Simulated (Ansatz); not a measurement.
Defect migration in rock-salt TiN: O-vacancy pair (O on one host N site, one N site vacant), neutral cell. The step: direct exchange of O with the vacancy (O-vacancy distance between ideal sites 3.00 Å throughout); the atom moves 2.99 Å along (0.00, 0.50, 0.50) of the unit cell; the moving atom starts with neighbours 2 Ti at 2.19, 2 Ti at 2.23, 2 Ti at 2.24 Å and ends with 2 Ti at 2.19, 2 Ti at 2.23, 2 Ti at 2.24 Å. DFT values are from Ansatz (plane-wave PAW, 420 eV unless said) in a cell of 64 host sites, spin-restricted, static, with no finite-size correction. Forms of the defect that were not tried may lie lower. For the PBE band: the saddle point's order was not checked, and it lies on a symmetry element of the cell, where a band can be held.

| Level | Forward barrier (eV) | Cost of the band or of the saddle's single point |
|---|---|---|
| CHGNet universal potential (has no charge state), its own band | 1.11 | - |
| PBE, a 2×2×2 k-point mesh shifted by half a step, band relaxed | 2.33 | roughly 4 core-hours |
| PBE, a 4×4×4 k-point mesh shifted by half a step, same geometries | 2.38 | around 10 core-minutes (rough) |
| r2SCAN at 500 eV, a 2×2×2 k-point mesh shifted by half a step, same geometries | ? | around 4 core-minutes (rough) |

Task: Fill in the missing entries.

Result: 
- r2SCAN at 500 eV, a 2×2×2 k-point mesh shifted by half a step, same geometries, Forward barrier (eV): 2.50

Ansatz is a program for electronic structure.
